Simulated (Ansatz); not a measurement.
Output of an Ansatz run (abridged):

```
WARN ansatz: RAYON_NUM_THREADS=1 ignored (pool sized by the plan → 1); use --threads N
Pseudopotentials: kind: paw
Pseudopotential: Cd, paw, valence charge 20
Pseudopotential: F, paw, valence charge 7
Crystal: 3 atoms, lattice volume = 39.148 Å³
Basis set: ecut = 420 eV, 749 PW (Γ), exchange–correlation on 54×54×54 points (8 copies of the dense FFT grid, shifted against one another)
Bands: 21, of which v1, the nominal top of the filled ones, is band 17 counted from 1 (16 counted from 0)
Symmetry: 48 space group operations
Space group: Fm-3m (ITA 225), of the structure as read, at distance tolerance 3.4e-5 Å
k-points: 20 of 343
Initial density: superposition of atomic densities (neutral atoms: chi_scale 0, normalization atom), corrected by the library's trained network
Initial wavefunctions: pseudopotential atomic-orbital guess
Eigensolver: davidson
Functional: x = pbe(κ = 0.804, μ = 0.2195149727645171), c = pbe(β = 0.06672455060314922)
SCF iter   1: F=—  HF=-9872.135867 eV  |F-HF|=—  |Δ(HF+E_count)|=         —  Δρ=5.57e-4  dr2=1.92e-5  ethr=1.77e-3  ⟨swp⟩=5.7  Hψ=1699  notcnv=0
all-band conjugate gradients solve this SCF's bands
preconditioner: auto → none
SCF iter   2: F=—  HF=-9872.136870 eV  |F-HF|=—  |Δ(HF+E_count)|=   1.00e-3  Δρ=3.09e-4  dr2=1.63e-5  ethr=5.66e-8  ⟨swp⟩=3.0  Hψ=1101  notcnv=0
SCF iter   3: F=—  HF=-9872.136921 eV  |F-HF|=—  |Δ(HF+E_count)|=   5.09e-5  Δρ=1.74e-4  dr2=1.44e-6  ethr=4.79e-8  ⟨swp⟩=2.0  Hψ=641  notcnv=0
SCF iter   4: F=—  HF=-9872.136963 eV  |F-HF|=—  |Δ(HF+E_count)|=   4.22e-5  Δρ=5.70e-5  dr2=4.47e-7  ethr=4.24e-9  ⟨swp⟩=2.0  Hψ=680  notcnv=0
iter 5 did not close the SCF: its close was put off for the readings that it lacked (scf_convergence_deferred on its scf_iter line)
SCF iter   5: F=-9872.136966 eV  HF=-9872.136966 eV  |F-HF|=7.64e-9  |Δ(HF+E_count)|=   2.28e-6  Δρ=1.40e-5  dr2=5.27e-8  ethr=1.31e-9  ⟨swp⟩=2.0  Hψ=669  notcnv=0
SCF iter   6: F=-9872.136966 eV  HF=-9872.136966 eV  |F-HF|=6.35e-10  |Δ(HF+E_count)|=   2.35e-8  Δρ=3.50e-6  dr2=2.32e-9  ethr=1.55e-10  ⟨swp⟩=2.0  Hψ=1433  notcnv=0
SCF 1 converged in 6 iterations: F = -9872.136966 eV  dr2 = 2.32e-9
SCF converged after 6 iterations
Free energy (F): -9872.136966 eV
Harris-Foulkes:  -9872.136966 eV  (|F-HF|=6.35e-10)
Internal energy: -9872.136966 eV  (E = F + TS)
E sigma→0 (E₀):  -9872.136966 eV
Fermi energy:    8.047684 eV
--- Per-component energies (eV) ---
  E_band       = -481.147645
  E_kinetic    = 918.891370
  E_local      = -4237.647251  (includes V_loc(G=0)·N_el)
  E_nonlocal   = 184.205748
  E_hartree    = 1878.154928
  E_xc         = -335.354110
  E_vxc        = -424.880640  (∫ρ·V_xc dr)
  E_paw        = -4487.942892  (= ΣΔE_a)
  E_vpaw       = -678.028469  (= ΣTr[D̂ρ^β])
  E_aug_tail   = 0.004135  (compensation charges beyond the density's cutoff)
  E_ewald      = -3792.448894
  E_smearing   = -0.000000  (= −TS)
  E_closure    = 0.000000  (closes the sum)
  Σ components = -9872.136966   (vs F -9872.136966, Δ=0.00e0)
--- Forces (eV/Å), atoms counted from 1 ---
  atom   1  Cd    -0.00000000     0.00000000     0.00000000
   [... zero for the other atoms too ...]
  max |Σ_I F_I| component: 8.10e-18 eV/Å
--- Stress (GPa, compression-positive) ---
        5.324475      -0.000000       0.000000
       -0.000000       5.324475       0.000000
        0.000000       0.000000       5.324475
  P = ⅓ Tr σ = 5.3245 GPa (53.245 kbar)
  The stress holds the Pulay correction. Without it, at fixed plane waves, as pw.x and ABINIT print it: P = 4.6518 GPa
--- Band table (eV; the first three rows and the last of 20) ---
  k-point 0: bands = ["-91.9611", "-53.0686", "-53.0686", "-53.0686", "-14.3650", "-13.2691", "0.8212", "0.8212", "0.8212", "2.0219", "2.0219", "5.4523", "5.4523", "5.4523", "5.9277", "5.9277", "5.9277", "9.5234", "19.1228", "19.1228", "19.1228"]
  k-point 1: bands = ["-91.9611", "-53.0691", "-53.0687", "-53.0687", "-14.3008", "-13.3258", "0.8963", "0.8963", "1.0343", "2.0001", "2.0001", "4.8756", "5.3171", "5.3171", "5.7710", "5.9425", "5.9425", "10.2573", "18.2464", "19.4200", "19.4200"]
  k-point 2: bands = ["-91.9611", "-53.0701", "-53.0689", "-53.0689", "-14.1317", "-13.4750", "1.0533", "1.0533", "1.5857", "1.9967", "1.9967", "4.0773", "4.9700", "4.9700", "5.1066", "5.9869", "5.9869", "11.8122", "16.9216", "20.1480", "20.1480"]
  k-point 19: bands = ["-91.9610", "-53.0704", "-53.0702", "-53.0695", "-13.7847", "-13.7586", "1.3474", "1.6790", "1.8183", "1.9620", "1.9939", "2.9751", "3.9061", "4.6022", "5.1307", "5.8809", "6.3678", "14.4156", "17.4634", "17.7755", "19.3250"]
```

The structure:

```
CELL_PARAMETERS angstrom
      0.00000     2.69500     2.69500
      2.69500     0.00000     2.69500
      2.69500     2.69500     0.00000
ATOMIC_POSITIONS crystal
  Cd 0.00000 0.00000 0.00000
  F  0.25000 0.25000 0.25000
  F  0.75000 0.75000 0.75000
```

Reconstruct the input of this run.

Other spellings and defaults could give the same log, and not every line can be read from it. The input that was run (DFT, PBE, plane waves, default PAW files):

Ansatz 0.2 input:
```yaml
# CdF2
crystal:
  lattice:
    - [0.00000000, 2.69500000, 2.69500000]
    - [2.69500000, 0.00000000, 2.69500000]
    - [2.69500000, 2.69500000, 0.00000000]
  atoms:
    - { symbol: Cd, position: [0.00000000, 0.00000000, 0.00000000] }
    - { symbol: F, position: [0.25000000, 0.25000000, 0.25000000] }
    - { symbol: F, position: [0.75000000, 0.75000000, 0.75000000] }
basis:
  ecutwfc: 420.0 eV
kpoints:
  mp_grid: { grid: [7, 7, 7] }
hamiltonian:
  xc: pbe
  pseudopotentials: { kind: paw }
scf:
  occupations: { method: fermi_dirac, width: 0.05 eV }
output:
  forces: true
  eigenvalues: true
  stress: true
```

The starting cell has typed, rounded lattice constants, without a prior relaxation at this level. With a pressure of about 5 GPa the cell is away from its equilibrium volume at this level. Ansatz's pressure includes its estimate of the finite-basis (Pulay) stress. Without the estimate this run gives 4.65 GPa.

Ansatz is a first-principles code.
